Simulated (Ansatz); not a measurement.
## A short convergence ladder for SrCuTeF (P4mm, 8 atoms in the cell)

```xyz
8
Lattice="4.2635 0.0000 0.0000 0.0000 4.2635 0.0000 0.0000 0.0000 9.1939" Properties=species:S:1:pos:R:3 pbc="T T T"
Sr     0.0000     2.1318     7.8881
Sr     2.1318     0.0000     1.3558
Cu     2.1318     2.1318     4.5969
Cu     0.0000     0.0000     4.5969
Te     0.0000     2.1318     2.9996
Te     2.1318     0.0000     6.1943
F      2.1318     2.1318     0.0000
F      0.0000     0.0000     0.0000
```

Base method: PBEsol, default PAW files made with PBE (plane waves; Ansatz, a first-principles code).

Base settings: basis.ecutwfc = 420 eV; kpoints.mp_grid.grid = 6 6 3; hamiltonian.xc = pbesol; hamiltonian.pseudopotentials = {kind: paw} (the program's default PAW files); scf.occupations.method = fermi_dirac; scf.occupations.width = 0.02 eV.

**The width of Fermi-Dirac smearing**

The mesh stays at the base's, so the ladder's end is converged at best in this setting alone.

Only quantities that move along the ladder and can be compared are tabulated.

| scf.occupations.width | free energy less the last step's (meV/atom) | pressure (GPa) | largest difference of a force vector from the last step's (eV/Å) |
|---|---|---|---|
| 1 eV | -370.66 | 1.35 | 0.307 |
| 0.5 eV | -33.49 | -2.00 | 0.077 |
| 0.2 eV | -0.30 | -2.54 | 0.004 |
| 0.1 eV | 0.00 | -2.55 | 0.000 |

Widest scf.occupations.width that holds the pressure within 0.1 GPa of the last step, with all finer ones: 0.2 eV; the step before is off by 0.56 GPa.

Widest scf.occupations.width that holds the forces within 0.01 eV/Å of the last step, with all finer ones: 0.2 eV; the step before is off by 0.077 eV/Å.

Widest scf.occupations.width that holds the free energy within 2 meV/atom of the last step, with all finer ones: 0.2 eV; the step before is off by 33 meV/atom.

On the base run: the starting cell comes from a database of computed structures (which also holds hypothetical and non-ambient phases and stackings), without a prior relaxation at this level. Its lattice was rescaled by up to half a per cent. One atom was moved a little off its site on purpose. Ansatz's pressure includes its estimate of the finite-basis (Pulay) stress.

Keys are those of Ansatz 0.2.
